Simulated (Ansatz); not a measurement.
Rb₃AgSn₃Se₈ (P4/nbm, No. 125; cell taken from a computed entry), treated with PBE0 (Ansatz, a first-principles code, PAW).

Settings: plane-wave cutoff 460 eV, 4×4×2 k mesh (along the axes of the cell as run), Fermi–Dirac smearing 0.01 eV, no spin polarisation, scalar-relativistic PAW data made under PBE.

Cell (relaxed with PBEsol):

```yaml
crystal:
  lattice:
    - [8.32338, 0.00000, 0.00000]
    - [0.00000, 8.32338, 0.00000]
    - [0.00000, 0.00000, 13.39711]
  atoms:
    - { symbol: Rb, position: [0.00000, 0.00000, 0.22562] }
    - { symbol: Rb, position: [0.00000, 0.00000, 0.77438] }
    - { symbol: Rb, position: [0.50000, 0.50000, 0.77438] }
    - { symbol: Rb, position: [0.50000, 0.50000, 0.22562] }
    - { symbol: Rb, position: [0.50000, 0.50000, 0.50000] }
    - { symbol: Rb, position: [0.00000, 0.00000, 0.50000] }
    - { symbol: Ag, position: [0.50000, 0.00000, 0.50000] }
    - { symbol: Ag, position: [0.00000, 0.50000, 0.50000] }
    - { symbol: Sn, position: [0.00000, 0.50000, 0.73930] }
    - { symbol: Sn, position: [0.50000, 0.00000, 0.73930] }
    - { symbol: Sn, position: [0.00000, 0.50000, 0.26070] }
    - { symbol: Sn, position: [0.50000, 0.00000, 0.26070] }
    - { symbol: Sn, position: [0.50000, 0.00000, 0.00000] }
    - { symbol: Sn, position: [0.00000, 0.50000, 0.00000] }
    - { symbol: Se, position: [0.82386, 0.32386, 0.36455] }
    - { symbol: Se, position: [0.67614, 0.82386, 0.36455] }
    - { symbol: Se, position: [0.17614, 0.67614, 0.36455] }
    - { symbol: Se, position: [0.32386, 0.17614, 0.36455] }
    - { symbol: Se, position: [0.82386, 0.67614, 0.63545] }
    - { symbol: Se, position: [0.67614, 0.17614, 0.63545] }
    - { symbol: Se, position: [0.17614, 0.32386, 0.63545] }
    - { symbol: Se, position: [0.32386, 0.82386, 0.63545] }
    - { symbol: Se, position: [0.83689, 0.66311, 0.12571] }
    - { symbol: Se, position: [0.33689, 0.83689, 0.12571] }
    - { symbol: Se, position: [0.16311, 0.33689, 0.12571] }
    - { symbol: Se, position: [0.66311, 0.16311, 0.12571] }
    - { symbol: Se, position: [0.83689, 0.33689, 0.87429] }
    - { symbol: Se, position: [0.33689, 0.16311, 0.87429] }
    - { symbol: Se, position: [0.16311, 0.66311, 0.87429] }
    - { symbol: Se, position: [0.66311, 0.83689, 0.87429] }
```

**Question.** Estimate the band gap that the calculation returns.

**Answer.** 
- band gap = 2.73 eV (on the SCF k mesh)

Note: cell and atoms aren't relaxed at this level (largest force component 0.22 eV/Å, pressure 0.7 GPa).

Spin–orbit coupling is not included.

Computed values are for the static lattice.
